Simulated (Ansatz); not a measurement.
**L1₂ (Cu3Au-type) Cu3Au: bulk modulus B0 by level of theory**

No measured value is used here.

```
level (code)                   value (GPa)  cell (Å³/atom)
-----------------------------  -----------  --------------
LDA (Ansatz)                           191           12.37
PBE (Ansatz)                           142           13.51
B3LYP (VWN-RPA form) (Ansatz)          114           14.20
Hartree–Fock (Ansatz)                 53.1           16.60
```

Density-functional levels without +SOC have no spin–orbit coupling. B3LYP (VWN-RPA form), Hartree–Fock: the run has no spin polarisation, so it can have missed a magnetic state. Hartree–Fock: the cell is over a tenth larger than the published one: the level's own overestimate first of all, though another phase or state, or a fault of the published cell, is possible. Each level is taken at its own relaxed cell. Cutoffs and k meshes differ between the levels. Ansatz's density-functional and Hartree–Fock values are scalar-relativistic unless marked +SOC, with PAW data made under PBE.

Ansatz is a first-principles code.
